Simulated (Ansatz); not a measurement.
This Ansatz (a first-principles code) input is the reference run, PbSe in the rock salt structure (space group Fm-3m, No. 225), computed with plane-wave PAW DFT at the r2SCAN level (Ansatz, 500 eV), spin-orbit coupling left out, earlier PAW set:

Ansatz 0.2 input:
```yaml
crystal:
  lattice:
    - [0, 3.0888505069, 3.0888505069]
    - [3.0888505069, 0, 3.0888505069]
    - [3.0888505069, 3.0888505069, 0]
  atoms:
    - { symbol: Se, position: [0, 0, 0] }
    - { symbol: Pb, position: [0.5, 0.5, 0.5] }
basis: { ecutwfc: 500, ecutrho_ratio: 4, xc_grid: 4, fft_grid_basis: typed }
kpoints: { mp_grid: { grid: [9, 9, 9] } }
hamiltonian:
  xc: r2scan
  dispersion: none
  pseudopotentials: { azcp: { folder: ./paw }, kind: paw }
scf: { occupations: { method: fermi_dirac, width: 0.05 }, convergence: { dr2_threshold: 0.0000000002 } }
output: { forces: true, stress: true }
checkpoint: { write: state.ck, write_every: 1000 }
```

Task: Write the input for this change: the cell is stretched by 1.42 % along x with no lateral relaxation, atoms relaxed at fixed cell.

Result: 
Ansatz 0.2 input:
```yaml
crystal:
  lattice:
    - [0, 3.0888505069, 3.0888505069]
    - [3.1327121841, 0, 3.0888505069]
    - [3.1327121841, 3.0888505069, 0]
  atoms:
    - { symbol: Se, position: [0, 0, 0] }
    - { symbol: Pb, position: [0.5, 0.5, 0.5] }
basis: { ecutwfc: 500, ecutrho_ratio: 4, xc_grid: 4, fft_grid_basis: typed }
kpoints: { mp_grid: { grid: [9, 9, 9] } }
hamiltonian:
  xc: r2scan
  dispersion: none
  pseudopotentials: { azcp: { folder: ./paw }, kind: paw }
scf: { occupations: { method: fermi_dirac, width: 0.05 }, convergence: { dr2_threshold: 0.0000000002 } }
relax: { f_tol: 0.005, max_steps: 50 }
output: { forces: true, stress: true }
checkpoint: { write: state.ck, write_every: 1000 }
```
This is the input that was run.

The cells carry an imposed strain or load. Stability against distortions was not tested.
